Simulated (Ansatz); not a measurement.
Take GaN in the wurtzite structure (space group P6_3mc, No. 186; a = 3.183 Å, c = 5.185 Å) as the base.

Calculations: PBEsol in Ansatz (plane waves to 420 eV, PAW, without spin-orbit coupling).

Before the change:

| Item | Result |
|---|---|
| Gap between the host's bands | 1.88 eV |

It is then changed as follows: electron doping at 5.0×10^21 cm⁻³ (0.227 per cell), with a uniform compensating background at fixed cell and a 300 K Fermi–Dirac width.

**Question.** What happens to the Fermi level from band edge and gap between the host's bands?

**Answer.** The Fermi level relative to the doped band's edge (positive inside the band; to 0.05 eV) comes out as +2.20 eV; the gap between the host's bands shrinks by 0.081 eV (1.88 eV → 1.79 eV).

Carriers are added with a uniform compensating background; total energy and stress of such cells depend on the potential's zero and are not compared; many-body gap narrowing is missing at this level. Whether these cells are dynamically stable was not tested.

Ansatz is a quantum-chemistry and plane-wave program.
